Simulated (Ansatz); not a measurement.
Ansatz (an electronic-structure program) run on Au (P-1, 2 atoms in the cell): self-consistent single point.

Method of the run: LDA (PW92), default PAW files made with PBE (plane waves; Ansatz).

```yaml
crystal:
  lattice:
    - [2.82957, 0.00000, 0.00000]
    - [-0.01302, 2.83428, 0.00000]
    - [-1.14359, -1.19134, 4.94864]
  atoms:
    - { symbol: Au, position: [0.33124, 0.33829, 0.73604] }
    - { symbol: Au, position: [0.67286, 0.66596, 0.27406] }
```

Reference input (self-consistent single point, DFT, LDA (PW92), plane waves, default PAW files made with PBE): basis.ecutwfc = 420 eV; kpoints.mp_grid.grid = 12 12 7; hamiltonian.xc = lda; hamiltonian.pseudopotentials = {kind: paw} (the program's default PAW files); scf.occupations.method = gaussian; scf.occupations.width = 0.1 eV. This run's input differs from it in these lines:

Ansatz 0.2 input:
```diff
@@ -13,3 +13,3 @@
   mp_grid:
-    grid: [12, 12, 7]
+    grid: [7, 7, 4]
 hamiltonian:
@@ -21,3 +21,3 @@
     method: gaussian
-    width: 0.1
+    width: 0.05
 output:
```

Output, abridged:

```
SCF iter   1: F=—  HF=-25729.371953 eV  |F-HF|=—  |Δ(HF+E_count)|=         —  Δρ=7.39e-3  dr2=1.57e-2  ethr=1.77e-3  ⟨swp⟩=5.6  Hψ=8767  notcnv=0
all-band conjugate gradients solve this SCF's bands
preconditioner: auto → Kerker (q_TF=auto, 2.709 Å⁻¹)
SCF iter   2: F=—  HF=-25729.369474 eV  |F-HF|=—  |Δ(HF+E_count)|=   2.48e-3  Δρ=3.54e-3  dr2=2.99e-3  ethr=4.12e-5  ⟨swp⟩=2.3  Hψ=4147  notcnv=0
SCF iter   3: F=—  HF=-25729.368502 eV  |F-HF|=—  |Δ(HF+E_count)|=   9.72e-4  Δρ=6.84e-4  dr2=1.18e-4  ethr=7.88e-6  ⟨swp⟩=2.2  Hψ=3047  notcnv=0
SCF iter   4: F=—  HF=-25729.368484 eV  |F-HF|=—  |Δ(HF+E_count)|=   1.82e-5  Δρ=1.53e-4  dr2=8.43e-6  ethr=3.11e-7  ⟨swp⟩=2.5  Hψ=3819  notcnv=0
SCF iter   5: F=—  HF=-25729.368486 eV  |F-HF|=—  |Δ(HF+E_count)|=   2.28e-6  Δρ=3.97e-5  dr2=8.61e-7  ethr=2.22e-8  ⟨swp⟩=2.3  Hψ=3436  notcnv=0
SCF iter   6: F=-25729.368486 eV  HF=-25729.368486 eV  |F-HF|=1.76e-8  |Δ(HF+E_count)|=   9.01e-8  Δρ=8.51e-6  dr2=4.39e-8  ethr=2.63e-10  ⟨swp⟩=5.7  Hψ=9270  notcnv=0
SCF 1 converged in 6 iterations: F = -25729.368486 eV  dr2 = 4.39e-8
Free energy (F): -25729.368486 eV
Internal energy: -25729.367308 eV  (E = F + TS)
E sigma→0 (E₀):  -25729.367897 eV
Entropy (-TS):   -0.001178 eV (-0.589 meV/atom)
Fermi energy:    16.120558 eV
--- Forces (eV/Å), atoms counted from 1 ---
  atom   1  Au    -0.05034769    -0.04715406    -0.42794523
  atom   2  Au     0.05034769     0.04715406     0.42794523
--- Stress (GPa, compression-positive) ---
      -13.240721      -0.713304       0.437816
       -0.713305     -13.409102       0.283501
        0.437816       0.283501     -11.695880
  P = ⅓ Tr σ = -12.7819 GPa (-127.819 kbar)
  The stress holds the Pulay correction. Without it, at fixed plane waves, as pw.x and ABINIT print it: P = -12.8139 GPa
```

The run converged in 6 iterations. Against the reference run the free energy goes up by 20.0 meV/atom, the pressure goes from -13.26 to -12.78 GPa and the largest force goes from 0.447 to 0.433 eV/Å.

The starting cell comes from a database of computed structures (which also holds hypothetical and non-ambient phases and stackings), without a prior relaxation at this level. Its lattice was rescaled by up to half a per cent. One atom was moved a little off its site on purpose. With a pressure of about -13 GPa the cell is away from its equilibrium volume at this level. Ansatz's pressure includes its estimate of the finite-basis (Pulay) stress.
